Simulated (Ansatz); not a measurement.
## Ti3Al (space group P6_3/mmc, No. 194)

```xyz
8
Lattice="5.7556 0.0000 0.0000 -2.8778 4.9845 0.0000 0.0000 0.0000 4.6550" Properties=species:S:1:pos:R:3 pbc="T T T"
Ti     2.8778     3.2922     1.1637
Ti    -1.4123     4.1384     3.4912
Ti     1.4656     0.8461     1.1637
Ti     0.0000     1.6923     3.4912
Ti     4.2901     0.8461     1.1637
Ti     1.4123     4.1384     3.4912
Al     0.0000     3.3230     1.1637
Al     2.8778     1.6615     3.4912
```

Computed with PBE (Ansatz, a program for electronic structure, PAW, no spin-orbit coupling). Γ-centred 10×10×10 mesh, Fermi–Dirac width 0.05 eV.

| Property | Result |
|---|---|
| Volume per atom | 16.69 Å³ |
| Density | 4.24 g/cm³ |
| Band gap | zero |
| Total energy | -2009.406 eV/atom (σ→0; compares only within this code and set-up) |

Stability against distortions was not tested. The final runs are not spin-polarised.
